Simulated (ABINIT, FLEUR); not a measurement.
An ABINIT input for a self-consistent single point of LaPd2 (I4/mmm, 3 atoms in the cell) (DFT, PBEsol, plane waves, PAW (JTH v2.0 PBE PAW, files made for PBE)):

```
# LaPd2, JTH v2.0 PBE PAW
pp_dirpath "./"
pseudos "La.GGA_PBE-JTH.xml, Pd.GGA_PBE-JTH.xml"
acell 5.2173268670 5.2173268670 5.2173268670 Angstrom
rprim
        -0.3785116498    0.3785116498    0.8446643487
         0.3785116498   -0.3785116498    0.8446643487
         0.3785116498    0.3785116498   -0.8446643487
natom 3
ntypat 2
znucl 57 46
typat 1 2 2
xcart
         0.0000000000    0.0000000000    0.0000000000
        -0.0000000000    3.7318670557    4.1639075807
         3.7318670557    0.0000000000    4.1639075807
ecut 707 eV
pawecutdg 1415 eV
pawxcdev 0
ixc -116133
occopt 3
tsmear 0.00367493
nband 31
kptopt 1
ngkpt 9 9 9
nshiftk 1
shiftk 0 0 0
nstep 60
tolvrs 1.0e-12
prtwf 0
prtden 0
```

### Question
Translate this input to FLEUR.

### Answer
This is the input that was run; spellings and numerical settings could be chosen otherwise.

Input of the input generator:

```
scf LaPd2
&input film=f /
-3.7318670557 3.7318670557 8.3278151614
3.7318670557 -3.7318670557 8.3278151614
3.7318670557 3.7318670557 -8.3278151614
1.0
1.0 1.0 1.0

3
57 0.0000000000 0.0000000000 0.0000000000
46 0.7500000000 0.2500000000 0.5000000000
46 0.2500000000 0.7500000000 0.5000000000

&comp jspins=1 /
&exco xctyp='PBEs' /
&kpt div1=9 div2=9 div3=9 /
&end /
```

```xml
<?xml version="1.0" encoding="UTF-8" standalone="no"?>
<fleurInput fleurInputVersion="0.39">
   <comment>
      scf LaPd2                                                                                           
   </comment>
   <calculationSetup>
      <cutoffs Kmax="4.1" Gmax="16.4" GmaxXC="16.4" numbands="0"/>
      <scfLoop itmax="100" minDistance="0.00001" maxIterBroyd="99" imix="Anderson" alpha="0.05" precondParam="0.0" spinf="2.0"/>
      <coreElectrons ctail="T" frcor="F" kcrel="0" coretail_lmax="0"/>
      <xcFunctional name="PBEs" relativisticCorrections="F"/>
      <magnetism jspins="1"/>
      <soc l_soc="F" theta="0.0" phi="0.0" spav="F"/>
      <expertModes spex="0" secvar="F"/>
      <geometryOptimization l_f="T" forcealpha="1.0" forcemix="BFGS" epsdisp="0.00001" epsforce="0.00001"/>
      <ldaU l_linMix="F" mixParam="0.05" spinf="1.0"/>
   </calculationSetup>
   <cell>
      <bzIntegration valenceElectrons="43.0" mode="hist" fermiSmearingEnergy="0.00367493">
         <kPointListSelection listName="default-1"/>
         <!-- k-points included here -->
         <xi:include xmlns:xi="http://www.w3.org/2001/XInclude" href="kpts.xml"> </xi:include>
      </bzIntegration>
      <!-- symmetry operations included here -->
      <xi:include xmlns:xi="http://www.w3.org/2001/XInclude" href="sym.xml"> </xi:include>
      <bulkLattice scale="1.0">
         <bravaisMatrix>
            <row-1>   -3.7318670557000000     3.7318670557000000     8.3278151614000002</row-1>
            <row-2>    3.7318670557000000    -3.7318670557000000     8.3278151614000002</row-2>
            <row-3>    3.7318670557000000     3.7318670557000000    -8.3278151614000002</row-3>
         </bravaisMatrix>
      </bulkLattice>
   </cell>
   <atomSpecies>
      <species name="Lanthanum (La)" element="La" atomicNumber="57">
         <mtSphere radius="2.68" gridPoints="925" logIncrement="0.014"/>
         <atomicCutoffs lmax="10" lnonsphr="8"/>
         <electronConfig flipSpins="F">
            <coreConfig>(1s1/2) (2s1/2) (2p1/2) (2p3/2) (3s1/2) (3p1/2) (3p3/2) (4s1/2) (3d3/2) (3d5/2) (4p1/2) (4p3/2) (4d3/2) (4d5/2)</coreConfig>
            <valenceConfig>(5s1/2) (5p1/2) (5p3/2) (6s1/2) (5d3/2) (5d5/2)</valenceConfig>
            <stateOccupation state="(5d3/2)" spinUp="0.2" spinDown="0.2"/>
            <stateOccupation state="(5d5/2)" spinUp="0.3" spinDown="0.3"/>
         </electronConfig>
         <energyParameters s="6" p="6" d="5" f="4"/>
         <lo type="SCLO" l="0" n="5" eDeriv="0"/>
         <lo type="SCLO" l="1" n="5" eDeriv="0"/>
      </species>
      <species name="Palladium (Pd)" element="Pd" atomicNumber="46">
         <mtSphere radius="2.46" gridPoints="849" logIncrement="0.015"/>
         <atomicCutoffs lmax="10" lnonsphr="8"/>
         <electronConfig flipSpins="F">
            <coreConfig>(1s1/2) (2s1/2) (2p1/2) (2p3/2) (3s1/2) (3p1/2) (3p3/2) (4s1/2) (3d3/2) (3d5/2)</coreConfig>
            <valenceConfig>(4p1/2) (4p3/2) (5s1/2) (4d3/2) (4d5/2)</valenceConfig>
            <stateOccupation state="(5s1/2)" spinUp="0.5" spinDown="0.5"/>
            <stateOccupation state="(4d3/2)" spinUp="1.8" spinDown="1.8"/>
            <stateOccupation state="(4d5/2)" spinUp="2.7" spinDown="2.7"/>
         </electronConfig>
         <energyParameters s="5" p="5" d="4" f="4"/>
         <lo type="SCLO" l="1" n="4" eDeriv="0"/>
      </species>
   </atomSpecies>
   <atomGroups>
      <atomGroup species="Lanthanum (La)">
         <relPos label="                   1">.0000000000 .0000000000 .0000000000</relPos>
         <force calculate="T" relaxXYZ="TTT"/>
      </atomGroup>
      <atomGroup species="Palladium (Pd)">
         <relPos label="                   2">-1.000/4.000 1.000/4.000 1.000/2.000</relPos>
         <relPos label="                   3">1.000/4.000 -1.000/4.000 1.000/2.000</relPos>
         <force calculate="T" relaxXYZ="TTT"/>
      </atomGroup>
   </atomGroups>
   <output dos="F" band="F" slice="F">
      <checks vchk="F" cdinf="F"/>
      <bandDOS minEnergy="-.5*Htr" maxEnergy="0.5*Htr" sigma="0.015" storeEVData="T"/>
      <vacuumDOS vacdos="F" integ="F" star="F" nstars="0" locx1="0.0" locy1="0.0" locx2="0.0" locy2="0.0" nstm="0" tworkf="0.0"/>
      <unfoldingBand unfoldBand="F" supercellX="1" supercellY="1" supercellZ="1"/>
      <plotting iplot="0" polar="F">
         <plot TwoD="T" vec1="  1.0  0.0  0.0" vec2="  0.0  1.0  0.0" vec3="  0.0  0.0  1.0" zero="  0.0  0.0  0.0" file="plot"/>
      </plotting>
      <chargeDensitySlicing numkpt="0" minEigenval="0.0" maxEigenval="0.0" nnne="0" pallst="F"/>
      <specialOutput eonly="F"/>
      <magneticCircularDichroism mcd="F" energyLo="-10.0" energyUp="0.0"/>
   </output>
  <!-- We include the file relax.xml here to enable relaxations (see documentation) -->
  <xi:include xmlns:xi="http://www.w3.org/2001/XInclude" href="relax.xml"> <xi:fallback/> </xi:include>
</fleurInput>
```

Basis, cutoffs, solver keys and any potentials are the target program's own. This input uses DFT, PBEsol, all-electron FLAPW (FLEUR), scalar-relativistic valence.

The starting cell comes from a database of computed structures (which also holds hypothetical and non-ambient phases and stackings), without a prior relaxation at this level. Its lattice was rescaled by a random factor within 2.5 % of one.
